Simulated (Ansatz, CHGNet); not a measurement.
Elastic constant C44 (GPa) of solids drawn from the class of intermetallic compounds, at two levels: the machine-learned potential CHGNet-r²SCAN (trained on r²SCAN data), and PBE (plane waves, PAW; Ansatz, a program for electronic structure).

| solid | CHGNet-r²SCAN | PBE |
|---|---|---|
| fluorite PtAl2 | 8.28 | 44.6 |
| CsCl-type RuAl | 23.1 | 126 |
| L1₀ (CuAu-type) TiAl | 26.0 | 112 |
| L1₀ (CuAu-type) CuAu | 14.1 | 58.9 |
| L1₂ (Cu3Au-type) Ni3Al | 47.3 | 132 |
| L1₂ (Cu3Au-type) Al3Sc | 8.20 | ? |
| L1₂ (Cu3Au-type) Ni3Fe | 59.2 | 129 |

Q: Estimate the withheld PBE value from the other rows.

A: One way: carry over the typical ratio. The ratios PBE / CHGNet-r²SCAN of the other rows, in order: 2.179, 2.791, 4.177, 4.308, 5.386, 5.455; median 4.2425. L1₂ (Cu3Au-type) Al3Sc: 8.20 × 4.2425 = 34.8 GPa; the run gives 70.5 GPa. The ratios spread from 2.179 to 5.455, so such an estimate is rough. L1₂ (Cu3Au-type) Al3Sc lies outside that spread.

Over all 7 rows PBE is the larger in 7.

Ansatz's runs of these crystals have no spin polarisation, but for L1₂ (Cu3Au-type) Ni3Al, L1₂ (Cu3Au-type) Ni3Fe.

Density-functional runs with spin start from parallel moments for L1₂ (Cu3Au-type) Ni3Al, parallel moments for L1₂ (Cu3Au-type) Ni3Fe.

Spin–orbit coupling is left out, also for the solids with elements from indium on (fluorite PtAl2, L1₀ (CuAu-type) CuAu); its size isn't shown.

Each level is taken at its own relaxed cell. Ansatz's density-functional and Hartree–Fock values are scalar-relativistic unless marked +SOC, with PAW data made under PBE.
